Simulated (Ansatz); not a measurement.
Input and output of a self-consistent single point for LiVO3 (C2/m, 10 atoms in the cell) (Ansatz, an electronic-structure program).

Computed with PBEsol, default PAW files made with PBE (plane waves; Ansatz).

```
LiVO3
1.0
    2.41172    -4.50087     0.00000
    2.41172     4.50087     0.00000
   -1.19982     0.00000     4.83188
Li V O
2 2 6
Direct
  0.84998   0.15002   0.00000
  0.15002   0.84998   0.00000
  0.65847   0.34153   0.50000
  0.34153   0.65847   0.50000
  0.69970   0.69970   0.71187
  0.30030   0.30030   0.28813
  0.05579   0.45529   0.72684
  0.94421   0.54471   0.27316
  0.54471   0.94421   0.27316
  0.45529   0.05579   0.72684
```

Reference input (self-consistent single point, DFT, LDA (PW92), plane waves, default PAW files made with PBE): basis.ecutwfc = 420 eV; kpoints.mp_grid.grid = 7 7 6; hamiltonian.xc = lda; hamiltonian.pseudopotentials = {kind: paw} (the program's default PAW files); scf.occupations.method = fermi_dirac; scf.occupations.width = 0.05 eV. This run's input differs from it in these lines:

Ansatz 0.2 input:
```diff
@@ -20,5 +20,5 @@
 kpoints:
-  mp_grid: { grid: [7, 7, 6] }
+  mp_grid: { grid: [4, 4, 3] }
 hamiltonian:
-  xc: lda
+  xc: pbesol
   pseudopotentials: { kind: paw }
```

Log, with long lists cut:

```
SCF iter   1: F=—  HF=-9549.108574 eV  |F-HF|=—  |Δ(HF+E_count)|=         —  Δρ=1.42e-2  dr2=1.56e-1  ethr=1.77e-3  ⟨swp⟩=6.8  Hψ=2885  notcnv=0
all-band conjugate gradients solve this SCF's bands
preconditioner: auto → Resta (q_TF=auto, 2.538 Å⁻¹)
SCF iter   2: F=—  HF=-9549.092260 eV  |F-HF|=—  |Δ(HF+E_count)|=   1.63e-2  Δρ=1.14e-2  dr2=1.57e-1  ethr=2.29e-4  ⟨swp⟩=2.1  Hψ=1291  notcnv=0  defer=42
   [... lines left out ...]
SCF iter   6: F=—  HF=-9549.074940 eV  |F-HF|=—  |Δ(HF+E_count)|=   2.98e-5  Δρ=1.78e-4  dr2=4.22e-5  ethr=8.91e-7  ⟨swp⟩=2.0  Hψ=902  notcnv=0  defer=42
SCF iter   7: F=—  HF=-9549.074944 eV  |F-HF|=—  |Δ(HF+E_count)|=   4.36e-6  Δρ=7.11e-5  dr2=7.73e-6  ethr=6.20e-8  ⟨swp⟩=2.0  Hψ=1018  notcnv=0  defer=42
SCF iter   8: F=—  HF=-9549.074947 eV  |F-HF|=—  |Δ(HF+E_count)|=   2.86e-6  Δρ=2.07e-5  dr2=6.91e-7  ethr=1.14e-8  ⟨swp⟩=2.0  Hψ=949  notcnv=0  defer=42
SCF iter   9: F=-9549.074948 eV  HF=-9549.074948 eV  |F-HF|=4.12e-9  |Δ(HF+E_count)|=   5.11e-7  Δρ=4.78e-6  dr2=3.02e-8  ethr=1.47e-10  ⟨swp⟩=7.1  Hψ=3004  notcnv=0
SCF 1 converged in 9 iterations: F = -9549.074948 eV  dr2 = 3.02e-8
Free energy (F): -9549.074948 eV
Internal energy: -9549.074948 eV  (E = F + TS)
E sigma→0 (E₀):  -9549.074948 eV
Entropy (-TS):   -0.000000 eV (-0.000 meV/atom)
Fermi energy:    5.972934 eV
--- Forces (eV/Å), atoms counted from 1 ---
  atom   1  Li     0.00000000     0.13219909     0.00000000
  atom   2  Li     0.00000000    -0.13219909     0.00000000
  atom   3  V      0.00000000     0.24144998     0.00000000
  atom   4  V      0.00000000    -0.24144998     0.00000000
  atom   5  O     -0.43312218     0.00000000    -0.65789552
  atom   6  O      0.43312218     0.00000000     0.65789552
  atom   7  O      0.30360580     0.28357997    -0.51272700
  atom   8  O     -0.30360580    -0.28357997     0.51272700
  atom   9  O     -0.30360580     0.28357997     0.51272700
  atom  10  O      0.30360580    -0.28357997    -0.51272700
--- Stress (GPa, compression-positive) ---
       -9.655115       0.000000       0.592307
        0.000000      -8.928509       0.000000
        0.592310       0.000000      -7.922533
  P = ⅓ Tr σ = -8.8354 GPa (-88.354 kbar)
  The stress holds the Pulay correction. Without it, at fixed plane waves, as pw.x and ABINIT print it: P = -9.5959 GPa
```

The run converged in 9 iterations. Against the reference run the pressure goes from -14.03 to -8.84 GPa, the largest force goes from 1.047 to 0.788 eV/Å and the gap on the mesh goes from 1.638 to 1.725 eV.

The starting cell comes from a database of computed structures (which also holds hypothetical and non-ambient phases and stackings), without a prior relaxation at this level. With a pressure of about -9 GPa the cell is away from its equilibrium volume at this level. Ansatz's pressure includes its estimate of the finite-basis (Pulay) stress. Without the estimate this run gives -9.60 GPa.
